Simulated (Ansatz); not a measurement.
Levels about the gap of amorphous Ga24O37Na2 (63 atoms in a cell of 788 Å³, 4.87 g/cm³; zone centre alone, so wide bands show as single levels with stretches between that a denser mesh fills), at the geometry that PBE relaxed, where it gives 1.4 GPa on a denser mesh. The participation number counts the atoms over which a state spreads; weights are charges in smoothed Voronoi cells. The levels come from a single point, so bond lengths are those of that geometry. Method of the levels: PBE, scalar-relativistic without spin-orbit coupling (Ansatz, a first-principles code). Sampling: the zone centre alone; Fermi-Dirac width 0.02 eV; no spin polarisation. At PBE the levels at the filled edge of the gap are localised (band-tail or defect states), and the nearest spread-out levels lie 2.3 eV apart at the zone centre.

Preparation: random packing, a CHGNet melt and quench, and a DFT relaxation. O atoms were pushed apart under 1.9 Å during the dynamics, to hinder bonds among them. The hot cell started wider than the set density and was brought back towards it in steps. It is the lowest in DFT energy of 2 quenches. It is a model cell: composition and starting density were chosen by hand, and all elements were melted together. No dispersion term was used. Its density started from a set value of 4.87 and ended at 4.87 g/cm³. The simulated quench (nominally 330 K/ps over its main leg) is rapid and tends to freeze in more defects than a deposited or slowly cooled glass has. Values belong to this one cell and scatter from quench to quench. The volume was held where the preparation left it and the shape relaxed, at a PBE pressure of 1.4 GPa. Stress components on the final sampling reach 1.5 GPa.

| E - E(highest filled), eV | filling | participation number | largest on | weight O | weight Ga | weight Na |
|---|---|---|---|---|---|---|
| -0.46 | filled | 10.5 | O, 3 neighbours | 0.93 | 0.06 | 0.01 |
| -0.37 | filled | 6.3 | O, 3 neighbours | 0.95 | 0.05 | 0.01 |
| -0.31 | filled | 9.1 | O, 3 neighbours | 0.94 | 0.06 | 0.00 |
| -0.21 | filled | 4.3 | O, 3 neighbours | 0.94 | 0.05 | 0.01 |
| -0.19 | filled | 5.5 | O, 2 neighbours | 0.95 | 0.05 | 0.00 |
| -0.16 | filled | 5.6 | O, 3 neighbours | 0.95 | 0.05 | 0.00 |
| 0.00 | filled | 6.6 | O, 3 neighbours | 0.94 | 0.05 | 0.01 |
| 1.67 | empty | 60.3 | Ga, 4 neighbours | 0.54 | 0.44 | 0.02 |
| 4.19 | empty | 42.2 | Ga, 4 neighbours | 0.57 | 0.42 | 0.01 |
| 4.33 | empty | 36.5 | Ga, 4 neighbours | 0.59 | 0.40 | 0.00 |
| 4.44 | empty | 32.4 | Ga, 5 neighbours | 0.57 | 0.43 | 0.01 |
| 4.57 | empty | 39.1 | Ga, 4 neighbours | 0.57 | 0.42 | 0.01 |
| 4.68 | empty | 37.5 | Ga, 4 neighbours | 0.58 | 0.42 | 0.00 |
| 4.84 | empty | 46.2 | Ga, 4 neighbours | 0.58 | 0.40 | 0.03 |

Most localised among these is the filled level at -0.21 eV, on a O atom, which has 3 neighbours (Ga 1.80 Å, Ga 1.83 Å, Na 2.23 Å).
